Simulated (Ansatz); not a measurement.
A calculation on BiVO4 (I4₁/a, No. 88, 12 atoms in the cell; start COD 9012062; high-temperature phase) returned lattice constant a 5.166 Å, lattice parameter c 11.780 Å.

Question: Which level of theory produced these numbers?
A. r²SCAN+rVV10 (Ansatz, a program for electronic structure)
B. LDA (Ansatz)
C. PBE (Ansatz)
D. r²SCAN (Ansatz)

Answer: C, PBE (Ansatz)

The others give: LDA 5.063 Å, 11.431 Å; r²SCAN+rVV10 5.106 Å, 11.567 Å; r²SCAN 5.121 Å, 11.621 Å.

Unless a cell is named, each level is at its own relaxed cell (LDA 12.21, PBE 13.10, r²SCAN 12.70, r²SCAN+rVV10 12.57 Å³/atom).

Caveats: the relaxation could not lower the start's symmetry, so the cell can be a saddle point above a distorted one (PBE). Ansatz's density-functional and Hartree–Fock values are scalar-relativistic unless marked +SOC, with PAW data made under PBE.
